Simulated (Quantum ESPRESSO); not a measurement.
Quantum ESPRESSO is run on ScGePt (Pnma, 12 atoms in the cell), and the run fails. The aim is a self-consistent single point with DFT, PBEsol, plane waves, PSlibrary PAW (PBE) pseudopotentials.

Cell that was meant: a = 6.6398 Å, b = 4.2297 Å, c = 7.4342 Å, α = 90.00°, β = 90.00°, γ = 90.00°.

Part of the input:

```fortran
  smearing = 'cold',
  degauss = 0.0073499,
  input_dft = 'pbesol',
  celldm(1) = 12.547328,
/
&ELECTRONS
  conv_thr = 1.0d-9,
```

The program printed (abridged):

```
     file Sc.pbe-spn-kjpaw_psl.1.0.0.UPF: wavefunction(s)  3S 3P 3D renormalized
     file Pt.pbe-n-kjpaw_psl.1.0.0.UPF: wavefunction(s)  6S 5D renormalized

 %%%%%%%%%%%%%%%%%%%%%%%%%%%%%%%%%%%%%%%%%%%%%%%%%%%%%%%%%%%%%%%%%%%%%%%%%%%%%%
     Error in routine cell_base_init (2):
     lattice parameter specified twice
 %%%%%%%%%%%%%%%%%%%%%%%%%%%%%%%%%%%%%%%%%%%%%%%%%%%%%%%%%%%%%%%%%%%%%%%%%%%%%%

     stopping ...
```

Read the log: what does the program object to, and what is the fix?

The fault is the cell or its scale given twice. Two definitions of the lattice conflict. To fix it, keep one definition. The program stopped before any SCF iteration.

An input that runs soundly differs in these lines (not the only fix; some lines may just follow from the change or write a value another way):
```diff
-  celldm(1) = 12.547328,
```

With that input, the run converged in 21 iterations: free energy E − TS -57341.8688 eV; Fermi level (on the code's own zero) 12.56 eV; pressure -2.34 GPa; largest force (vector length) 0.134 eV/Å (DFT, PBEsol, plane waves, PSlibrary PAW (PBE) pseudopotentials).

On the sound input: the starting cell comes from a database of computed structures (which also holds hypothetical and non-ambient phases and stackings), without a prior relaxation at this level. Spin polarisation is off.
